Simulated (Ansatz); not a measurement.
## Response to strain in CdSe

The reference is CdSe in the zinc blende structure (space group F-43m, No. 216).

```
CELL_PARAMETERS angstrom
      0.00000     3.00374     3.00374
      3.00374     0.00000     3.00374
      3.00374     3.00374     0.00000
ATOMIC_POSITIONS crystal
  Cd 0.00000 0.00000 0.00000
  Se 0.25000 0.25000 0.25000
```

Cartesian axes are those of the cell as printed.

Strains are applied to the cell and any free atomic positions relax; under biaxial strain the out-of-plane vector relaxes too.

Level of theory: LDA, PAW, 420 eV (Ansatz, a quantum-chemistry and plane-wave program; scalar-relativistic without spin-orbit coupling).

Computed cases, in order: biaxial strain −2.50 %, plane normal [111], relaxed out of plane; biaxial strain −2.08 %, plane normal [111], relaxed out of plane; biaxial strain −1.67 %, plane normal [111], relaxed out of plane; biaxial strain −1.25 %, plane normal [111], relaxed out of plane; biaxial strain −0.83 %, plane normal [111], relaxed out of plane; biaxial strain −0.42 %, plane normal [111], relaxed out of plane; the unstrained base; biaxial strain +0.42 %, plane normal [111], relaxed out of plane; biaxial strain +2.50 %, plane normal [111], relaxed out of plane.

### Question
Between which two neighbouring cases does the gap turn between direct and indirect?

### Answer
Between biaxial strain +0.42 %, plane normal [111], relaxed out of plane (0.37 eV, direct at Γ) and biaxial strain +2.50 %, plane normal [111], relaxed out of plane (0.26 eV, indirect, Γ–S₀ (7 % along) → Γ). The whole series: biaxial strain −2.50 %, plane normal [111], relaxed out of plane: 0.35 eV, direct at Γ; biaxial strain −2.08 %, plane normal [111], relaxed out of plane: 0.36 eV, direct at Γ; biaxial strain −1.67 %, plane normal [111], relaxed out of plane: 0.38 eV, direct at Γ; biaxial strain −1.25 %, plane normal [111], relaxed out of plane: 0.39 eV, direct at Γ; biaxial strain −0.83 %, plane normal [111], relaxed out of plane: 0.39 eV, direct at Γ; biaxial strain −0.42 %, plane normal [111], relaxed out of plane: 0.40 eV, direct at Γ; the unstrained base: 0.41 eV, direct at Γ; biaxial strain +0.42 %, plane normal [111], relaxed out of plane: 0.37 eV, direct at Γ; biaxial strain +2.50 %, plane normal [111], relaxed out of plane: 0.26 eV, indirect, Γ–S₀ (7 % along) → Γ.

Whether these cells are dynamically stable was not tested. The zero or small gap of CdSe under biaxial strain +2.50 %, plane normal [111], relaxed out of plane can change with the level of theory. Labels are those of the standard path for the cell's own space group.
